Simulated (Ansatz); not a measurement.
NaF (model structure, started from the wurtzite type, P6₃/mmc, No. 194, 4 atoms in the cell)

All values below come from r²SCAN in Ansatz (PAW).

Run with plane-wave cutoff 560 eV, 12×12×6 k mesh (along the axes of the cell as run), Fermi–Dirac smearing 0.01 eV, scalar-relativistic PAW data made under PBE.

Cell (relaxed at this level):

```
CELL_PARAMETERS angstrom
      3.86870     0.00000     0.00000
     -1.93435     3.35039     0.00000
      0.00000     0.00000     4.55211
ATOMIC_POSITIONS crystal
  Na 0.66667 0.33333 0.06260
  Na 0.33333 0.66667 0.56260
  F  0.66667 0.33333 0.56260
  F  0.33333 0.66667 0.06260
```

For NaF (model structure, started from the wurtzite type, P6₃/mmc, No. 194, 4 atoms in the cell), the band gap comes out as 6.33 eV (direct).

Note: the relaxation could raise the start's symmetry but not lower it, so the cell can be a saddle point.

Computing time: around 17 core-seconds (rough).

A model structure was made by putting elements into a prototype or built by hand; it is no filed structure, need not be a known phase, and can be a saddle point held by its symmetry.

Ansatz is a program for electronic structure.
